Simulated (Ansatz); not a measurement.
We consider TiAs (P6₃/mmc, No. 194), described by LDA in Ansatz (plane waves, PAW).

Run with plane-wave cutoff 520 eV, 18×18×6 k mesh (along the axes of the cell as run), Fermi–Dirac smearing 0.035 eV (set by the program), no spin polarisation, scalar-relativistic PAW data made under PBE.

Computed at the level's own relaxed cell.

**Question.** What does this level give for the Voigt–Reuss–Hill bulk modulus, Voigt–Reuss–Hill shear modulus (Hill average), Young modulus and Poisson ratio?

**Answer.** 
- Voigt–Reuss–Hill bulk modulus = 139 GPa
- Voigt–Reuss–Hill shear modulus (Hill average) = 82.4 GPa
- Young modulus = 206 GPa
- Poisson ratio = 0.252

Note: the volume lies 7 % below that of the published cell.

Elastic constants are with the ions relaxed.

Computed values are for the static lattice.

Ansatz is an electronic-structure program.
